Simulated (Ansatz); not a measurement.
Take HfN in the rock salt structure (space group Fm-3m, No. 225; a = 4.468 Å; relaxed with 0.1 eV smearing) as the base.

Computed with LDA (Ansatz, a quantum-chemistry and plane-wave program, PAW, no spin-orbit coupling).

Before the change:

| Property | Result |
|---|---|
| Pressure | 0.0 GPa |

Modification: every lattice vector is shortened by 2.00 %; the atoms relax in the strained cell.

### Question
What happens to the pressure?

### Answer
The pressure goes from zero to 20.8 GPa.

### Question
How does this affect the energy relative to the base?

### Answer
The energy goes up by 40 meV/atom.

Whether these cells are dynamically stable was not tested. All final runs are without spin polarisation. An odd electron count without spin: HfN.
